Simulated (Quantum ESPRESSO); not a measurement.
Quantum ESPRESSO run on BiPt (P6_3/mmc, 4 atoms in the cell): self-consistent single point.

Level of theory: PBEsol, SSSP 1.1.2 efficiency (PBE) pseudopotentials (plane waves; Quantum ESPRESSO 7.5).

```
BiPt
1.0
    4.39676     0.00000     0.00000
   -2.19838     3.80771     0.00000
    0.00000     0.00000     5.55247
Bi Pt
2 2
Direct
  0.33333   0.66667   0.25000
  0.66667   0.33333   0.75000
  0.00000   0.00000   0.50000
  0.00000   0.00000   0.00000
```

Reference input (self-consistent single point, DFT, LDA (PW92), plane waves, PseudoDojo standard norm-conserving (LDA) pseudopotentials): ecutwfc = 85 Ry; occupations = smearing; smearing = fermi-dirac; degauss = 0.0073499 Ry; potentials = {Bi: Bi.upf, Pt: Pt.upf}; K_POINTS = automatic 7 7 5 0 0 0; conv_thr = 1e-09 Ry. This run's input differs from it in these lines:

```diff
@@ -12,3 +12,4 @@
   ntyp = 2
-  ecutwfc = 85
+  ecutwfc = 40
+  ecutrho = 320
   occupations = 'smearing'
@@ -16,2 +17,3 @@
   degauss = 0.0073499
+  input_dft = 'pbesol'
 /
@@ -21,4 +23,4 @@
 ATOMIC_SPECIES
-Bi   208.9804  Bi.upf
-Pt   195.0840  Pt.upf
+Bi   208.9804  Bi_pbe_v1.uspp.F.UPF
+Pt   195.0840  pt_pbe_v1.4.uspp.F.UPF
 ATOMIC_POSITIONS {crystal}
```

Output (repeated stretches shortened):

```
     Self-consistent Calculation

     iteration #  1     ecut=    40.00 Ry     beta= 0.70

     negative rho (up, down):  4.210E-01 0.000E+00

     total energy              =    -786.27704517 Ry
     estimated scf accuracy    <       7.32813935 Ry

     iteration #  2     ecut=    40.00 Ry     beta= 0.70

     negative rho (up, down):  4.367E-01 0.000E+00

     total energy              =    -788.76354278 Ry
     estimated scf accuracy    <      11.62266675 Ry

     iteration #  3     ecut=    40.00 Ry     beta= 0.70

     negative rho (up, down):  4.403E-01 0.000E+00

     total energy              =    -790.22118699 Ry
     estimated scf accuracy    <       0.25200938 Ry

   [... 5 blocks of this kind left out ...]

     iteration #  9     ecut=    40.00 Ry     beta= 0.70

     negative rho (up, down):  4.423E-01 0.000E+00

     total energy              =    -790.29484592 Ry
     estimated scf accuracy    <          6.7E-09 Ry

     iteration # 10     ecut=    40.00 Ry     beta= 0.70

     negative rho (up, down):  4.423E-01 0.000E+00
     End of self-consistent calculation

     the Fermi energy is    14.9393 ev

!    total energy              =    -790.29484593 Ry
     estimated scf accuracy    <          5.8E-10 Ry
     smearing contrib. (-TS)   =      -0.00472192 Ry
     internal energy E=F+TS    =    -790.29012401 Ry

     convergence has been achieved in  10 iterations

     negative rho (up, down):  4.423E-01 0.000E+00

     Forces acting on atoms (cartesian axes, Ry/au):

     atom    1 type  1   force =     0.00000000    0.00000000    0.00000000
   [... zero for the other atoms too ...]

     Total force =     0.000000     Total SCF correction =     0.000000

     negative rho (up, down):  4.423E-01 0.000E+00
          total   stress  (Ry/bohr**3)                   (kbar)     P=      -40.24
  -0.00026591   0.00000000   0.00000000          -39.12        0.00        0.00
   0.00000000  -0.00026591   0.00000000            0.00      -39.12        0.00
   0.00000000   0.00000000  -0.00028880            0.00        0.00      -42.48

   JOB DONE.
```

The run converged in 10 iterations. Against the reference run the pressure goes from -6.02 to -4.02 GPa.

The starting cell comes from a database of computed structures (which also holds hypothetical and non-ambient phases and stackings), without a prior relaxation at this level. Its lattice was rescaled by a random factor within 2.5 % of one. Spin polarisation is off. With a pressure of about -4 GPa the cell is away from its equilibrium volume at this level.

Cost on one core of a shared machine: roughly 90 s.
